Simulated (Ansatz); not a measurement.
The starting structures come from a database of crystals and need not be the phases stable at ambient conditions.

Inside the gap of an insulator the Bloch states are evanescent, with a wavenumber k + iκ along the transport direction.

```yaml
crystal:
  lattice:
    - [6.62352, 0.00000, 0.00876]
    - [0.00000, 8.51370, 0.00000]
    - [1.58014, 0.00000, 6.65118]
  atoms:
    - { symbol: Pt, position: [0.24382, 0.62573, 0.50260] }
    - { symbol: Pt, position: [0.75618, 0.37427, 0.49740] }
    - { symbol: Pt, position: [0.75618, 0.12573, 0.99740] }
    - { symbol: Pt, position: [0.24382, 0.87427, 0.00260] }
    - { symbol: I, position: [0.47119, 0.83827, 0.26711] }
    - { symbol: I, position: [0.52881, 0.16173, 0.73289] }
    - { symbol: I, position: [0.52881, 0.33827, 0.23289] }
    - { symbol: I, position: [0.47119, 0.66173, 0.76711] }
    - { symbol: I, position: [0.98517, 0.90970, 0.76946] }
    - { symbol: I, position: [0.01483, 0.09030, 0.23054] }
    - { symbol: I, position: [0.01483, 0.40970, 0.73054] }
    - { symbol: I, position: [0.98517, 0.59030, 0.26946] }
```

Space group of this cell: P2_1/c. The cell was relaxed by PBE-D3(BJ); by r2SCAN its mean pressure is 1.1 GPa.

Transport runs along the normal of the first two printed cell vectors.

No gap correction and no spin-orbit coupling; mid-gap values are interpolated between computed energies.

Give the band gap and the smallest decay constant κ at mid-gap that r2SCAN in Ansatz (a quantum-chemistry and plane-wave program) yields.

Gap 1.20 eV on a 6×4×6 mesh; κ = 0.171 1/Å, at (0.167, 0.000) of the in-plane reciprocal vectors. At the zone centre, at the nearest computed energy, the slowest state has κ = 0.19 1/Å.
